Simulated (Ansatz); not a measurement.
An Ansatz (a program for electronic structure) input (r2SCAN (Ansatz, PAW, no SOC)):

Ansatz 0.2 input:
```yaml
crystal:
  lattice:
    - [3.144289369, 0, 0]
    - [1.5721446845, 2.7230344704, 0]
    - [0, 0, 5.2152544166]
  atoms:
    - { symbol: Ga, position: [0.6666666667, 0.6666666667, 0.0009887287] }
    - { symbol: Ga, position: [0.3333333333, 0.3333333333, 0.5009887287] }
    - { symbol: N, position: [0.6666666667, 0.6666666667, 0.6242112713] }
    - { symbol: N, position: [0.3333333333, 0.3333333333, 0.1242112713] }
basis: { ecutwfc: 500, ecutrho_ratio: 4, xc_grid: 4, fft_grid_basis: typed }
kpoints: { mp_grid: { grid: [12, 12, 7] } }
hamiltonian:
  xc: r2scan
  dispersion: none
  pseudopotentials: { kind: paw }
scf: { occupations: { method: fermi_dirac, width: 0.05 } }
relax: { f_tol: 0.005, max_steps: 50, cell: { stress_tol: 0.01, fix: [a, b, gamma] } }
output: { forces: true, stress: true }
checkpoint: { write: state.ck, write_every: 1000 }
```

Question: Which symmetry and how many k-points will the program report, and about how many plane waves at Γ?

Answer: Space group P63mc (ITA 186) with 12 operations, k-points 76 of 1008, and 1123 plane waves at Γ.

Question: And the final pressure?

Answer: 3.83 GPa (compression positive).

The cells carry an imposed strain or load. Stability against distortions was not tested. The cell was made from GaN in the wurtzite structure (space group P6_3mc, No. 186) by this change: biaxial strain −1.22 %, plane normal [001], relaxed out of plane.
